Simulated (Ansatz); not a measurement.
# Response to strain in WC

Start from WC (space group P-6m2, No. 187).

```xyz
2
Lattice="2.9122 0.0000 0.0000 -1.4561 2.5220 0.0000 0.0000 0.0000 2.8362" Properties=species:S:1:pos:R:3 pbc="T T T"
W      0.0000     0.0000     0.0000
C      1.4561     0.8407     1.4181
```

Cartesian axes are those of the cell as printed.

Strains are applied to the cell and any free atomic positions relax; under biaxial strain the out-of-plane vector relaxes too; under stress the whole cell relaxes.

Calculations: Ansatz (a program for electronic structure), r2SCAN, PAW, cutoff 500 eV, spin-orbit coupling left out.

Notes on the quantities. pressure: mean of the normal stresses, compression positive.

```csv
change,pressure,space group,volume per atom
base,0.0 GPa,P-6m2 (No. 187),10.42 Å³
"biaxial strain −4.18 %, plane normal [001], relaxed out of plane",30.6 GPa,P-6m2 (No. 187),9.72 Å³
"biaxial strain −1.64 %, plane normal [001], relaxed out of plane",10.8 GPa,P-6m2 (No. 187),10.14 Å³
"biaxial strain +3.91 %, plane normal [001], relaxed out of plane",-20.0 GPa,P-6m2 (No. 187),11.10 Å³
uniaxial strain ε_yy = −0.49 %,1.9 GPa,Amm2 (No. 38),10.36 Å³
"uniaxial stress, 0.5 GPa compression along x",–,Amm2 (No. 38),10.41 Å³
```

Without a gap, meshes like the base's 18×18×16 leave anisotropic stresses uncertain by several tenths of a GPa, and small strain energies with them. Stability under load was not tested beyond the relaxation. All final runs are without spin polarisation.
